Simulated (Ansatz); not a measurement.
Input:

End structure of a constructed model of the (110) surface of bcc Mo, a cell of two sites (a+b, b-a) layer of Sb, one a cell, on the site that continues the host's stacking (bottom of the slab: a bare face, its two planes held):

```
CELL_PARAMETERS angstrom
      1.82490     2.58080     0.00000
     -3.64980     2.58080     0.00000
      0.00000     0.00000    30.00000
ATOMIC_POSITIONS crystal
  Mo 0.50000 0.00000 0.27027
  Mo 0.00000 0.50000 0.27027
  Mo 0.00000 0.00000 0.34477
  Mo 0.50000 0.50000 0.34477
  Mo 0.50000 0.00000 0.41919
  Mo 0.00000 0.50000 0.41945
  Mo 0.00000 0.00000 0.49394
  Mo 0.50000 0.50000 0.49386
  Mo 0.50000 0.00000 0.56744
  Mo 0.00000 0.50000 0.56915
  Mo 0.00000 0.00000 0.63990
  Mo 0.50000 0.50000 0.64378
  Sb 0.50000 0.00000 0.71609
```

Slab: 13 atoms, 13.8 Å thick at the start with caps and adatoms (thin: gaps and levels are the slab's own); k 12x9x1, smearing 0.1 eV, dipole-corrected; 4 atoms held, the rest relaxed; symmetry of the start imposed; no spin, no spin-orbit, no U. It is one candidate, not shown to be the stable structure of the face.

**Question.** What work function of the top face does PBE run with Ansatz (an electronic-structure program) give?

**Answer.** 4.71 eV
